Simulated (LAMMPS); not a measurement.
LAMMPS 22 Jul 2025, classical MD, Born-Mayer-Huggins in the Tosi-Fumi form: NaCl, 110592 atoms.

```text
units metal
atom_style charge
read_data unit.data
replicate 24 24 24
pair_style born/coul/long 10.0
pair_coeff 1 1 0.2637 0.317 2.340 1.048553 -0.49935
pair_coeff 1 2 0.21096 0.317 2.755 6.99055303 -8.6757
pair_coeff 2 2 0.158221 0.317 3.170 72.40215 -145.427161
kspace_style pppm 0.0001
velocity all create 1800 4928 dist gaussian loop geom
fix 1 all nve
fix 2 all langevin 900 900 0.08 9876 zero yes
timestep 0.002
thermo 100
run 300
reset_timestep 0
write_restart start.rst
```

```text
read_restart start.rst
pair_style born/coul/long 10.0
pair_coeff 1 1 0.2637 0.317 2.340 1.048553 -0.49935
pair_coeff 1 2 0.21096 0.317 2.755 6.99055303 -8.6757
pair_coeff 2 2 0.158221 0.317 3.170 72.40215 -145.427161
kspace_style pppm 0.0001
neighbor 2.0 bin
neigh_modify every 1 delay 0 check yes
fix 1 all nve
timestep 0.002
thermo_style custom step temp pe etotal press
thermo_modify format float %.10g
thermo 100
group probe id 1:48
dump probe probe custom 1000000 forces.txt id fx fy fz
dump_modify probe sort id format float %.8g
run 200
```

box: 135.4 × 135.4 × 135.4 Å.

start: generated rock salt lattice, warmed in an untimed run.

Compared values: energy and forces of the first step, drift over the run.

Hardware: Arm Neoverse V2, 96 cores on 1 socket, no SMT, 1 L3 cache group.

Times are wall-clock medians of two to five runs, from launch to exit, with nothing else on the machine. Unless noted, each process is bound to its own block of adjacent cores. The build: PyPI wheel: MPICH, OPENMP and OPT packages; another build can shift the numbers. Scratch files lie in a memory file system. A preparatory run goes ahead and isn't timed.

Started as
```bash
# ahead of the timed run: OMP_NUM_THREADS=1 mpirun -np 48 lmp -in in.warm -log none -nocite
OMP_NUM_THREADS=1 mpirun -np 64 lmp -in in.lmp -log log.lammps -nocite
```
(64 ranks, kspace_accuracy = 0.0001) it takes 1.7 s and 10 neighbour list builds.

Predict the time once the run is changed to kspace_accuracy = 1e-05.

About 2.8 s (3 runs within 1 %): 1.7× as long. The k-space grid goes from 75×75×75 to 125×125×125 and Kspace from 0.47 to 1.6 s. What the program resolved moves too: k-space grid from 75 75 75 to 125 125 125. Change in the result: energy 0.74 meV/atom, forces on 48 atoms 1.8 meV/Å, drift of the total energy under 0.001 meV an atom.
